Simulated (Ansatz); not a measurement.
## Ti5Si3, pressure series

Consider Ti₅Si₃ (space group P6_3/mcm, No. 193; a = 7.4035 Å, c = 5.0689 Å).

Cell and atoms are relaxed at each pressure.

The values are results of Ansatz (a quantum-chemistry and plane-wave program) PBEsol, scalar-relativistic without spin-orbit coupling, not measurements.

```json
[
 {"pressure (GPa)": "-2", "volume per atom (Å³/atom)": "15.248"},
 {"pressure (GPa)": "-1", "volume per atom (Å³/atom)": "15.142"},
 {"pressure (GPa)": "0", "volume per atom (Å³/atom)": "15.039"},
 {"pressure (GPa)": "0.3", "volume per atom (Å³/atom)": "15.008"},
 {"pressure (GPa)": "0.7", "volume per atom (Å³/atom)": "14.968"},
 {"pressure (GPa)": "1.5", "volume per atom (Å³/atom)": "14.890"},
 {"pressure (GPa)": "3", "volume per atom (Å³/atom)": "14.750"},
 {"pressure (GPa)": "5", "volume per atom (Å³/atom)": "?"},
 {"pressure (GPa)": "7.5", "volume per atom (Å³/atom)": "14.364"}
]
```

Problem. Fit the third-order Birch–Murnaghan form P(V) = (3B₀/2)[(V₀/V)^(7/3) − (V₀/V)^(5/3)]·[1 + (3/4)(B₀′ − 4)((V₀/V)^(2/3) − 1)] (squares taken in P) to the rows shown and predict the withheld row.

Solution. Least squares on the printed values gives V₀ = 15.038 Å³/atom, B₀ = 149 GPa, B₀′ = 4.2; this predicts 14.572 Å³/atom, and the run gives 14.572 Å³/atom, in agreement.

Load acts through the strain it causes; cell and atoms are relaxed under it. Whether these cells are dynamically stable was not tested. No other phases were tried under pressure. The final runs are not spin-polarised.
